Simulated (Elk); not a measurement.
Worked example: self-consistent single point of CuS (Fm-3m, 2 atoms in the cell) in Elk

Computed with PBEsol, all-electron FP-LAPW, Elk's shipped species files, default APW+lo basis run with Elk 10.2.4.

The input file:

```
tasks
  0

xctype
  22

rmtscf
  0.94

swidth
  0.00367493

maxscl
  100

scale
  6.520588322

avec
    0.0000000000    0.7071067812    0.7071067812
    0.7071067812    0.0000000000    0.7071067812
    0.7071067812    0.7071067812    0.0000000000

atoms
  2
  'Cu.in'
  1
  0.0000000000  0.0000000000  0.0000000000    0.0 0.0 0.0
  'S.in'
  1
  0.5000000000  0.5000000000  0.5000000000    0.0 0.0 0.0

ngridk
  8 8 8
```

Log, with long lists cut:

```
│ Elk code version 10.2.4 │

All units are atomic (Hartree, Bohr, etc.)

│ Ground-state run starting from atomic densities │

Lattice vectors :
   0.000000000       4.610752220       4.610752220
   4.610752220       0.000000000       4.610752220
   4.610752220       4.610752220       0.000000000

Unit cell volume      :    196.0402952
Brillouin zone volume :    1.265302183

Muffin-tin inner radius fraction :   0.1000000000E-01

Nuclei treated as point charges

Species :    1 (Cu)
 parameters loaded from : Cu.in
 name : copper
 nuclear charge    :   -29.00000000
 electronic charge :    29.00000000
 atomic mass :    115837.2717
 muffin-tin radius :    2.256000000
 number of radial points in muffin-tin :    497
 atomic positions (lattice), magnetic fields (Cartesian) :
   1 :   0.00000000  0.00000000  0.00000000    0.00000000  0.00000000  0.00000000

Species :    2 (S)
 parameters loaded from : S.in
 name : sulphur
 nuclear charge    :   -16.00000000
 electronic charge :    16.00000000
 atomic mass :    58450.91926
 muffin-tin radius :    2.068000000
 number of radial points in muffin-tin :    397
 atomic positions (lattice), magnetic fields (Cartesian) :
   1 :   0.50000000  0.50000000  0.50000000    0.00000000  0.00000000  0.00000000

Total number of atoms per unit cell :    2

Spin treatment :
 spin-unpolarised

Number of Bravais lattice symmetries :   48
Number of crystal symmetries         :   48
Crystal has inversion symmetry
Real symmetric eigensolver will be used

k-point grid :      8     8     8
k-point offset :    0.000000000       0.000000000       0.000000000
k-point set is reduced with full crystal symmetry group
Total number of k-points :       29

Muffin-tin radius times maximum |G+k| :    7.000000000
 using average radius
Maximum |G+k| for APW functions       :    3.237742831
Maximum (1/2)|G+k|²                   :    5.241489319
Maximum |G| for potential and density :    12.00000000
 potential will be trimmed for |G| > 2 gkmax
Constant for pseudocharge density :    7
Radial integration step length :    4

G-vector grid sizes :     25    25    25
Number of G-vectors :     5769

Maximum angular momentum used for
 APW functions                      :    8
 outer part of muffin-tin           :    6
 inner part of muffin-tin           :    1

Total nuclear charge    :   -45.00000000
Total core charge       :    22.00000000
Total valence charge    :    23.00000000
Total excess charge     :    0.000000000
Total electronic charge :    45.00000000

Effective Wigner radius, rₛ :    1.013167869

Number of empty states         :    8
Total number of valence states :   20
Total number of core states    :   22

Total number of local-orbitals :   22

Exchange-correlation functional :     22     0     0
 PBEsol, Phys. Rev. Lett. 100, 136406 (2008)
 gradient requirement :    1
 generalised gradient approximation (GGA)

Smearing type :    3
 Fermi-Dirac
Smearing width :   0.3674930000E-02
Effective electronic temperature (K) :    1160.451112

Mixing type :    3
 Broyden mixing, J. Phys. A: Math. Gen. 17, L317 (1984)

Kohn-Sham potential initialised from atomic data

│ Self-consistent loop started │
│ Loop number : 1 │
 total energy                :     -2036.84678545
│ Loop number : 2 │
 total energy                :     -2038.05843202
RMS change in Kohn-Sham potential (target) :   0.6553858468     (  0.1000000000E-05)
Absolute change in total energy (target)   :    1.211646579     (  0.1000000000E-03)
│ Loop number : 3 │
 total energy                :     -2038.94762260
RMS change in Kohn-Sham potential (target) :   0.6204281730     (  0.1000000000E-05)
Absolute change in total energy (target)   :    1.192102220     (  0.1000000000E-03)
│ Loop number : 4 │
 total energy                :     -2042.45938697
RMS change in Kohn-Sham potential (target) :   0.4468936926     (  0.1000000000E-05)
Absolute change in total energy (target)   :    3.809789925     (  0.1000000000E-03)
│ Loop number : 5 │
 total energy                :     -2048.04725350
RMS change in Kohn-Sham potential (target) :   0.1802291782     (  0.1000000000E-05)
Absolute change in total energy (target)   :    6.540314010     (  0.1000000000E-03)
│ Loop number : 6 │
 total energy                :     -2050.91246814
RMS change in Kohn-Sham potential (target) :   0.5506729637E-01 (  0.1000000000E-05)
Absolute change in total energy (target)   :    4.500293145     (  0.1000000000E-03)
│ Loop number : 7 │
 total energy                :     -2052.16334293
RMS change in Kohn-Sham potential (target) :   0.5088659944E-02 (  0.1000000000E-05)
Absolute change in total energy (target)   :    2.375948073     (  0.1000000000E-03)
│ Loop number : 8 │
 total energy                :     -2052.34041325
RMS change in Kohn-Sham potential (target) :   0.8660153109E-03 (  0.1000000000E-05)
Absolute change in total energy (target)   :   0.7710573365     (  0.1000000000E-03)
│ Loop number : 9 │
 total energy                :     -2052.34098173
RMS change in Kohn-Sham potential (target) :   0.4713018290E-03 (  0.1000000000E-05)
Absolute change in total energy (target)   :   0.1933328160     (  0.1000000000E-03)
│ Loop number : 10 │
 total energy                :     -2052.32557180
RMS change in Kohn-Sham potential (target) :   0.1669684862E-03 (  0.1000000000E-05)
Absolute change in total energy (target)   :   0.3292327980E-01 (  0.1000000000E-03)
│ Loop number : 11 │
 total energy                :     -2052.32590281
RMS change in Kohn-Sham potential (target) :   0.9064382031E-04 (  0.1000000000E-05)
Absolute change in total energy (target)   :   0.8561829196E-02 (  0.1000000000E-03)
│ Loop number : 12 │
 total energy                :     -2052.32700760
RMS change in Kohn-Sham potential (target) :   0.3844672676E-04 (  0.1000000000E-05)
Absolute change in total energy (target)   :   0.3245244976E-02 (  0.1000000000E-03)
│ Loop number : 13 │
 total energy                :     -2052.32768288
RMS change in Kohn-Sham potential (target) :   0.8119711383E-05 (  0.1000000000E-05)
Absolute change in total energy (target)   :   0.1486590298E-02 (  0.1000000000E-03)
│ Loop number : 14 │
 total energy                :     -2052.32784594
RMS change in Kohn-Sham potential (target) :   0.8007102936E-06 (  0.1000000000E-05)
Absolute change in total energy (target)   :   0.5347041051E-03 (  0.1000000000E-03)
│ Loop number : 15 │
 total energy                :     -2052.32786001
RMS change in Kohn-Sham potential (target) :   0.3705870677E-06 (  0.1000000000E-05)
Absolute change in total energy (target)   :   0.1477484489E-03 (  0.1000000000E-03)
│ Loop number : 16 │
 total energy                :     -2052.32785343
RMS change in Kohn-Sham potential (target) :   0.9026460369E-07 (  0.1000000000E-05)
Absolute change in total energy (target)   :   0.3035755071E-04 (  0.1000000000E-03)
Convergence targets achieved

│ Loop number : 17 │

Energies :
 Fermi                       :     0.243682864417
 sum of eigenvalues          :     -1168.99812175
 electron kinetic            :      2081.77533551
 core electron kinetic       :      1883.87149477
 Coulomb                     :     -4042.78848498
 Coulomb potential           :     -3131.27338853
 nuclear-nuclear             :     -270.589921964
 electron-nuclear            :     -4413.12373750
 Hartree                     :      640.925174481
 Madelung                    :     -2477.15179071
 xc potential                :     -119.500068730
 exchange                    :     -89.0062853199
 correlation                 :     -2.30688666201
 electron entropic           :    -0.153088577911E-02
 total energy                :     -2052.32785234

Density of states at Fermi energy :    34.76343264
 (states/Hartree/unit cell)

Estimated indirect band gap :   0.6465987563E-02
 from k-point      7 to k-point     16
Estimated direct band gap   :   0.2069295043E-01
 at k-point      8

Charges :
 core                        :    22.00000000
 valence                     :    23.00000000
 interstitial                :    3.080969575
 muffin-tins (core leakage)
  species :    1 (Cu)
   atom    1                 :    27.85147323     (  0.3609346632E-03)
  species :    2 (S)
   atom    1                 :    14.06755719     (  0.1676064550E-03)
 total in muffin-tins        :    41.91903042
 total calculated charge     :    44.98990657
 total charge                :    45.00000000
 error                       :   0.1009343103E-01

│ Self-consistent loop stopped │
```

The run converged in 17 iterations. The count includes the last loop, which Elk runs after its targets are met.

The starting cell comes from a database of computed structures (which also holds hypothetical and non-ambient phases and stackings), without a prior relaxation at this level. Spin polarisation is off. Values depend on the basis (sphere radii, cutoffs, local orbitals), which need not be converged. The run gives no clean gap (levels at the Fermi energy touch, overlap or are partly filled at this smearing), which alone does not show that the compound is a metal. The log's line on a gap gives a spacing of levels on this mesh, which the program prints for metals too.
